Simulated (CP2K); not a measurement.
A self-consistent single point of SrO (Fm-3m, 2 atoms in the cell) with CP2K.

Method of the run: LDA (Pade form), GPW, DZVP-MOLOPT-SR-GTH basis, GTH-PADE potentials (GTH_POTENTIALS) (CP2K).

```xyz
2
Lattice="3.6487 0.0000 0.0000 1.8243 3.1598 0.0000 1.8243 1.0533 2.9791" Properties=species:S:1:pos:R:3 pbc="T T T"
Sr     0.0000     0.0000     0.0000
O      3.6487     2.1066     1.4896
```

Reference input (self-consistent single point, DFT PBE, GPW, DZVP-MOLOPT-SR-GTH basis, GTH-PBE potentials (GTH_POTENTIALS)): CUTOFF = 500 Ry; REL_CUTOFF = 40 Ry; SMEAR/METHOD = FERMI_DIRAC; ELECTRONIC_TEMPERATURE = 580.23 K; KPOINTS/SCHEME = MONKHORST-PACK 8 8 8; GAMMA_CENTERED = T; XC_FUNCTIONAL = PBE; Sr/BASIS_SET = DZVP-MOLOPT-SR-GTH-q10; Sr/POTENTIAL = GTH-PBE-q10; O/BASIS_SET = DZVP-MOLOPT-SR-GTH-q6; O/POTENTIAL = GTH-PBE-q6; METHOD = GPW. This run's input differs from it in these lines:

```diff
@@ -44,3 +44,3 @@
     &XC
-      &XC_FUNCTIONAL PBE
+      &XC_FUNCTIONAL PADE
       &END XC_FUNCTIONAL
@@ -75,3 +75,3 @@
       BASIS_SET DZVP-MOLOPT-SR-GTH-q10
-      POTENTIAL GTH-PBE-q10
+      POTENTIAL GTH-PADE-q10
     &END KIND
@@ -79,3 +79,3 @@
       BASIS_SET DZVP-MOLOPT-SR-GTH-q6
-      POTENTIAL GTH-PBE-q6
+      POTENTIAL GTH-PADE-q6
     &END KIND
```

Log, with long lists cut:

```
 SCF WAVEFUNCTION OPTIMIZATION

  Step     Update method      Time    Convergence         Total energy    Change
     1 NoMix/Diag. 0.20E+00      -     1.89668670       -47.1046527951 -4.71E+01
     2 Broy./Diag. 0.20E+00      -     0.14826803       -45.3460088343  1.76E+00
     3 Broy./Diag. 0.20E+00      -     0.20012504       -46.3697843909 -1.02E+00
     4 Broy./Diag. 0.20E+00      -     0.07341739       -46.9987936698 -6.29E-01
     5 Broy./Diag. 0.20E+00      -     0.07188822       -46.5742795441  4.25E-01
     6 Broy./Diag. 0.20E+00      -     0.01012067       -46.9016296854 -3.27E-01
   [... 3 lines left out ...]
    10 Broy./Diag. 0.20E+00      -     0.00033729       -46.8850540544  2.90E-04
    11 Broy./Diag. 0.20E+00      -     0.00002733       -46.8835933558  1.46E-03
    12 Broy./Diag. 0.20E+00      -     0.00003410       -46.8834735027  1.20E-04
    13 Broy./Diag. 0.20E+00      -     0.00000053       -46.8834548259  1.87E-05
  *** SCF run converged in    13 steps ***

  Overlap energy of the core charge distribution:               0.00000000000000
  Self energy of the core charge distribution:                -99.78169091440067
  Core Hamiltonian energy:                                     24.51922964157087
  Hartree energy:                                              36.20301070790484
  Exchange-correlation energy:                                 -7.82400426101339
  Electronic entropic energy:                                  -0.00000000000003
  Fermi energy:                                                 0.25870262752784

  Total energy:                                               -46.88345482593838
  Total energy (extrapolated to T->0):                        -46.88345482593837

   [... lines left out ...]

 STRESS| Analytical stress tensor [bar]
 STRESS|                        x                   y                   z
 STRESS|      x       -4.09659685446E+04   5.15136641515E+00   3.64255686195E+00
 STRESS|      y        5.15136641515E+00  -4.09720809353E+04   2.00854657429E+00
 STRESS|      z        3.64255686195E+00   2.00854657429E+00  -4.09733072974E+04
 STRESS| 1/3 Trace                                            -4.09704522591E+04
```

The run converged in 13 iterations. Against the reference run the pressure goes from 2.82 to -4.10 GPa and the gap on the mesh goes from 3.410 to 3.268 eV.

The starting cell has typed, rounded lattice constants, without a prior relaxation at this level. Values carry the incompleteness of an atom-centred basis. With a pressure of about -4 GPa the cell is away from its equilibrium volume at this level.
